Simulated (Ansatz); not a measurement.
The starting structures come from a database of crystals and need not be the phases stable at ambient conditions.

 Where the default PAW files enter, the runs use the earlier of Ansatz's two default sets.

Evanescent states of BiClO (P4/nmm, not sure to be the ambient phase, 6 atoms a cell, 18.7 Å³ an atom) along the normal of (100)

Computed with r2SCAN (plane waves, PAW; Ansatz, a first-principles code).

No gap correction and no spin-orbit coupling; mid-gap values are interpolated between computed energies.

Energies count from the valence-band top; κ is the least over a 8×4 mesh across the current.

```
E (eV)  κ (1/Å)  where
------  -------  -----
0.07      0.106  off Γ
0.23      0.183  off Γ
0.38      0.219  off Γ
0.53      0.249  off Γ
0.68      0.273  off Γ
0.82      0.294  off Γ
0.97      0.313  off Γ
1.12      0.311  off Γ
1.27      0.309  off Γ
1.43      0.304  off Γ
1.57      0.295  off Γ
1.73      0.284  off Γ
1.88      0.273  off Γ
2.02      0.259  off Γ
2.17      0.244  off Γ
2.33      0.226  off Γ
2.48      0.206  off Γ
2.62      0.180  off Γ
2.77      0.149  off Γ
2.92      0.105  off Γ
```

Task: How thick must the barrier be to attenuate the transmission by 10^8 when the electrodes' Fermi level lies at 0.82 eV, and what attenuation does that film give at 2.48 eV?

Result: d = 8 ln 10 / (2 × 0.294) = 31.3 Å. At 2.48 eV it gives 8 × 0.206/0.294 = 5.6 decades.
